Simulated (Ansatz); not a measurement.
The reference is MgS in the rock salt structure (space group Fm-3m, No. 225).

```yaml
crystal:
  lattice:
    - [0.00000, 2.57757, 2.57757]
    - [2.57757, 0.00000, 2.57757]
    - [2.57757, 2.57757, 0.00000]
  atoms:
    - { symbol: Mg, position: [0.50000, 0.50000, 0.50000] }
    - { symbol: S, position: [0.00000, 0.00000, 0.00000] }
```

Levels (all Ansatz, a program for electronic structure, PAW): PBE-D3(BJ) (420 eV, spin-orbit coupling left out); HSE06 (420 eV, no spin-orbit coupling).

Its gap is 2.85 eV with PBE-D3(BJ) and 3.87 eV with HSE06.

Now apply this change: a hydrostatic pressure of 7.5 GPa.

With PBE-D3(BJ) the gap becomes 3.01 eV.

### Question
If the HSE06 correction stayed the same, what would the HSE06 gap be, and what does the HSE06 run give?

### Answer
A rigid correction of +1.02 eV gives 4.03 eV. The HSE06 run gives 4.05 eV, so the two effects roughly add.

Single points use the geometry relaxed with PBE-D3(BJ). The hybrid gap comes from the SCF mesh plus the semilocal run's edge points and a few special points and is an upper bound. Load acts through the strain it causes; cell and atoms are relaxed under it. No phonon test of stability was made. Competing high-pressure phases were not computed. The base started in Pnma and relaxed to Fm-3m at this level.
